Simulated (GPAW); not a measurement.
σyy against uniaxial strain in bcc W (space group 229): C12 (GPAW, LDA)

```yaml
crystal:
  lattice:
    - [-1.54248, 1.56597, 1.56597]
    - [1.54248, -1.56597, 1.56597]
    - [1.54248, 1.56597, -1.56597]
  atoms:
    - { symbol: W, position: [0.00000, 0.00000, 0.00000] }
```

Level of theory: LDA (Perdew-Wang 92), GPAW PAW datasets LDA (gpaw-data 1.0.1) (plane waves; GPAW 25.7.0). Settings: mode = pw; ecut = 585 eV; xc = LDA; kpts = 38 38 38; mesh shift (steps) = 0 0 0; occupations.name = fermi-dirac; occupations.width = 0.05 eV; nbands = -5; convergence.density = 1e-06 e/electron; convergence.energy = 1e-06 eV/electron; symmetry.symmorphic = false; symmetry.tolerance = 0.0005; maxiter = 100. The cell above is the first row's. The rows stretch one cube axis (x) by the strain ε and hold the other two. Stress is positive in tension. In all rows the k mesh is held.

```
ε (%)  σyy (GPa)
-----  ---------
-1.5           ?
-1.0       -2.21
-0.5       -1.08
0.0         0.03
0.5         1.11
1.0         2.16
1.5         3.18
2.0         4.18
```

### Question
Using a parabola, estimate the missing σyy at ε = -1.5 from the other rows, showing the fit.

### Answer
Least squares gives σyy = 0.029 + 2.1852·ε - 0.0552·ε². Residuals (row less fit): 0.001, -0.003, 0.001, 0.002, 0.001, -0.003, 0.001; standard error 0.002 (degrees of freedom: 4). The slope at ε = 0, 2.1852 GPa per cent, gives C12 ≈ 100 × 2.1852 = 219 GPa, for the static lattice. At the withheld row, σyy = 0.029 + 2.1852 × (-1.5) - 0.0552 × (-1.5)² = -3.373 GPa. The calculation gives -3.36 GPa, 0.013 GPa above the prediction (0.2 % of the range of σyy in the table). The row lies outside the fitted rows, so this is an extrapolation.

Carrying the step between the two nearest rows on in a straight line would have given -3.34, off by 0.02; series whose last step already gives the withheld value aren't shown. The reference cell has the volume at which an earlier scan in this program and functional put its minimum by a fit. The unstrained cell stands at a pressure of -0.03 GPa, and the constants belong to that pressure. Spin polarisation is off. Spin-orbit coupling is off. Without a gap such slopes are sensitive to mesh and smearing. Cutoffs and mesh are single choices, not tested for convergence of this quantity. Series with a scatter that would blur these digits, or in which a gap closes, are not shown. Strain series were run only where this level's volume lies within 10 % of a first guess from the measured size.
